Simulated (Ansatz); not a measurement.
Base system: TiAl (space group P4/mmm, No. 123; relaxed with 0.1 eV smearing).

```
CELL_PARAMETERS angstrom
      2.81271     0.00000     0.00000
      0.00000     2.81271     0.00000
      0.00000     0.00000     4.06160
ATOMIC_POSITIONS crystal
  Ti 0.00000 0.00000 0.00000
  Al 0.50000 0.50000 0.50000
```

The values are results of r2SCAN (Ansatz, an electronic-structure program; PAW; 500 eV plane waves; no spin-orbit coupling), not measurements.

Before the change:

```
Property    Value
--------  -------
Pressure  0.0 GPa
```

The change: every lattice vector is shortened by 2.50 %; the atoms relax in the strained cell.

Question: Predict the new pressure and energy relative to the base.

Answer: The pressure (mean of the normal stresses, compression positive) goes from zero to 10.6 GPa; the energy rises by 37 meV/atom.

No phonon test of stability was made. The final runs are not spin-polarised.
